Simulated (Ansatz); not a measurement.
**ZnS, response to strain**

The reference is ZnS in the zinc blende structure (space group F-43m, No. 216; a = 5.389 Å). Axes: x, y, z lie along the cube axes.

Strains are applied to the cell and any free atomic positions relax; under biaxial strain the out-of-plane vector relaxes too; under stress the whole cell relaxes.

Level of theory: r2SCAN (Ansatz, a program for electronic structure, PAW, no spin-orbit coupling).

Notes on the quantities. pressure: mean of the normal stresses, compression positive; energy relative to the base: free energy F.

| case | volume per atom | pressure | energy relative to the base | space group |
|---|---|---|---|---|
| base | 19.56 Å³ | 0.00 GPa | 0 meV/atom | F-43m (No. 216) |
| biaxial strain −1.25 %, plane normal [001], relaxed out of plane | [?] | [?] | [?] | I-4m2 (No. 119) |
| isotropic strain +1.88 % | 20.69 Å³ | -3.89 GPa | +14 meV/atom | F-43m (No. 216) |
| uniaxial strain ε_xx = −0.38 % | 19.49 Å³ | 0.30 GPa | +0.1 meV/atom | I-4m2 (No. 119) |
| uniaxial strain ε_yy = +0.56 % | 19.67 Å³ | -0.44 GPa | +0.2 meV/atom | I-4m2 (No. 119) |
| uniaxial stress, 1 GPa compression along z | 19.48 Å³ | – | +1.1 meV/atom | I-4m2 (No. 119) |

Problem. What belongs in the blanks?

Solution. 
- biaxial strain −1.25 %, plane normal [001], relaxed out of plane, volume per atom: 19.36 Å³
- biaxial strain −1.25 %, plane normal [001], relaxed out of plane, pressure: 0.83 GPa
- biaxial strain −1.25 %, plane normal [001], relaxed out of plane, energy relative to the base: +1.9 meV/atom

Beyond what the load breaks, stability against distortions was not tested.
